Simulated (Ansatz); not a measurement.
Worked example: self-consistent single point of MoS2 (R3m, 3 atoms in the cell) in Ansatz (a program for electronic structure).

Computed with PBE (plane waves, PAW; Ansatz).

The change in words: 1 x 1 x 1 supercell, one Mo atom moved by 0.02 angstrom along z. Reference geometry:
```xyz
3
Lattice="1.6001 0.9238 6.5145 -1.6001 0.9238 6.5145 0.0000 -1.8476 6.5145" Properties=species:S:1:pos:R:3 pbc="T T T"
Mo     0.0000     0.0000    19.5392
S      0.0000     0.0000     8.0702
S      0.0000     0.0000     4.9504
```

Reference input (self-consistent single point, DFT, PBE, plane waves, default PAW files): basis.ecutwfc = 420 eV; kpoints.mp_grid.grid = 9 9 9; hamiltonian.xc = pbe; hamiltonian.pseudopotentials = {kind: paw} (the program's default PAW files); scf.occupations.method = fermi_dirac; scf.occupations.width = 0.01 eV. This run's input differs from it in these lines:

```diff
@@ -6,3 +6,3 @@
   atoms:
-    - { symbol: Mo, position: [0.999780, 0.999780, 0.999780] }
+    - { symbol: Mo, position: [1.000803, 1.000803, 1.000803] }
     - { symbol: S, position: [0.412937, 0.412937, 0.412937] }
```

Output (repeated stretches shortened):

```
SCF iter   1: F=—  HF=-6762.792257 eV  |F-HF|=—  |Δ(HF+E_count)|=         —  Δρ=5.17e-3  dr2=4.46e-3  ethr=1.77e-3  ⟨swp⟩=6.1  Hψ=8121  notcnv=0
all-band conjugate gradients solve this SCF's bands
preconditioner: auto → none
SCF iter   2: F=—  HF=-6762.797606 eV  |F-HF|=—  |Δ(HF+E_count)|=   5.35e-3  Δρ=3.21e-3  dr2=6.29e-3  ethr=1.71e-5  ⟨swp⟩=2.9  Hψ=3340  notcnv=0
   [... lines left out ...]
SCF iter   5: F=—  HF=-6762.798972 eV  |F-HF|=—  |Δ(HF+E_count)|=   4.46e-4  Δρ=1.39e-4  dr2=1.58e-5  ethr=8.17e-7  ⟨swp⟩=2.0  Hψ=2464  notcnv=0
SCF iter   6: F=—  HF=-6762.798923 eV  |F-HF|=—  |Δ(HF+E_count)|=   4.86e-5  Δρ=6.12e-5  dr2=2.08e-6  ethr=6.08e-8  ⟨swp⟩=2.0  Hψ=2032  notcnv=0
SCF iter   7: F=—  HF=-6762.798924 eV  |F-HF|=—  |Δ(HF+E_count)|=   1.05e-6  Δρ=2.33e-5  dr2=5.96e-7  ethr=7.99e-9  ⟨swp⟩=2.8  Hψ=2381  notcnv=0
SCF iter   8: F=-6762.798925 eV  HF=-6762.798925 eV  |F-HF|=1.51e-8  |Δ(HF+E_count)|=   1.47e-7  Δρ=4.13e-6  dr2=4.33e-9  ethr=3.85e-10  ⟨swp⟩=3.2  Hψ=5960  notcnv=0
SCF 1 converged in 8 iterations: F = -6762.798925 eV  dr2 = 4.33e-9
Free energy (F): -6762.798925 eV
Internal energy: -6762.798925 eV  (E = F + TS)
E sigma→0 (E₀):  -6762.798925 eV
Fermi energy:    10.114179 eV
--- Forces (eV/Å), atoms counted from 1 ---
  atom   1  Mo    -0.00000000    -0.00000000    -0.57985236
  atom   2  S     -0.00000000     0.00000000     0.21555128
  atom   3  S     -0.00000000    -0.00000000     0.36429538
--- Stress (GPa, compression-positive) ---
       -1.075171       0.000000       0.000000
        0.000000      -1.075171      -0.000000
        0.000000      -0.000000       0.200213
  P = ⅓ Tr σ = -0.6500 GPa (-6.500 kbar)
  The stress holds the Pulay correction. Without it, at fixed plane waves, as pw.x and ABINIT print it: P = -0.6664 GPa
```

The run converged in 8 iterations. Against the reference run the free energy goes up by 1.9 meV/atom, the pressure moves little (-0.68 to -0.65 GPa), the largest force goes from 0.081 to 0.580 eV/Å and the gap on the mesh hardly changes (1.078 to 1.072 eV).

The starting cell comes from a database of computed structures (which also holds hypothetical and non-ambient phases and stackings), without a prior relaxation at this level. Its lattice was rescaled by up to half a per cent. For this run, on top of that: 1 x 1 x 1 supercell, one Mo atom moved by 0.02 angstrom along z. Ansatz's pressure includes its estimate of the finite-basis (Pulay) stress.

Keys are those of Ansatz 0.2.
